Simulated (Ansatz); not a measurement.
Functionals compared on a constructed model of the (0001) surface of hcp Co, ferromagnetic, a pseudomorphic layer of Si in the host's stacking (bottom of the slab: a bare face, its two planes held), in Ansatz (plane waves, PAW). The structure was relaxed with PBE; the other rows are single points on it. Cutoff 420 eV.

Set-up: 7 atoms, 12.1 Å thick at the start with caps and adatoms (thin: gaps and levels are the slab's own); mesh 17x17x1; 0.1 eV smearing; dipole correction on; 2 atoms held, the rest relaxed; start symmetry kept, larger cells not searched; spin-polarised, ending with about 9.2 μB a cell; orders that need a larger cell were not tried, no spin-orbit, no U. In PBE it is, or lies within 0.01 eV a 1x1 cell of, the lowest of the 2 structures of its composition computed so far; subsurface sites and larger cells were not tried. These notes are the PBE run's.

| functional | work function of the top face (eV) | magnetic moment of the cell (μB) | rough cost of the single point |
|---|---|---|---|
| PBE | 4.55 | 9.23 | – |
| RPBE | 4.47 | 9.32 | very roughly 60 core-seconds |

Ansatz is a first-principles code.
